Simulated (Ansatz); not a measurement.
For MgO (model structure, started from the WC type, P-6m2, No. 187, 2 atoms in the cell), PBEsol in Ansatz (plane waves, PAW) gives:

lattice constant a: 2.909 Å
lattice parameter c: 2.657 Å
formation enthalpy: -2.426 eV/atom

### Question
What does r²SCAN (Ansatz, a first-principles code, PAW) give for the same quantities?

### Answer

- lattice constant a: 2.902 Å (drops by 0.2 %)
- lattice parameter c: 2.649 Å (falls by 0.3 %)
- formation enthalpy: -2.602 eV/atom (moves by -0.176 eV/atom)

Changes are worked out from the printed values.

Unless a cell is named, each level is at its own relaxed cell (PBEsol 9.74, r²SCAN 9.66 Å³/atom).

Ansatz's density-functional and Hartree–Fock values are scalar-relativistic unless marked +SOC, with PAW data made under PBE.

A model structure was made by putting elements into a prototype or built by hand; it is no filed structure, need not be a known phase, and can be a saddle point held by its symmetry.
